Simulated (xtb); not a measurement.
xtb 6.7.1, GFN2-xTB: Cc1cccc(-c2cccc(-c3c4ccccc4cc4ccccc34)c2)c1, 47 atoms. The geometry is a generated start, not checked to be a minimum at this level.

```json
{
  "method": "GFN2-xTB",
  "--acc": "1 (default)",
  "--etemp (K)": "300 (default)",
  "detailed input (--input)": "none: ANC optimiser, Lindh (1995) Hessian, microcycle=20, maxdispl=1.0, hlow=0.01 (default)",
  "basis_functions": "128",
  "valence_electrons": "128"
}
```

The structure is relaxed from this start with --opt LEVEL for the levels crude, sloppy, loose, lax, normal, tight, vtight, extreme, once each. Up to the end of the extreme run atoms move by at most 0.94 Å along an axis.

Q: Choose the cheapest level whose final energy lies within 5 meV of that of extreme.

A: vtight: 152 cycles against 260, ending 2.2 meV above.

| level | cycles | energy above the extreme run (meV) | gradient norm (eV/Å) |
|---|---|---|---|
| crude | 4 | 25 | 0.31 |
| sloppy | 6 | 19 | 0.089 |
| loose | 6 | 19 | 0.089 |
| lax | 11 | 14 | 0.12 |
| normal | 22 | 11 | 0.011 |
| tight | 44 | 9.2 | 0.0053 |
| vtight | 152 | 2.2 | 0.0036 |
| extreme | 260 | — | 0.0016 |
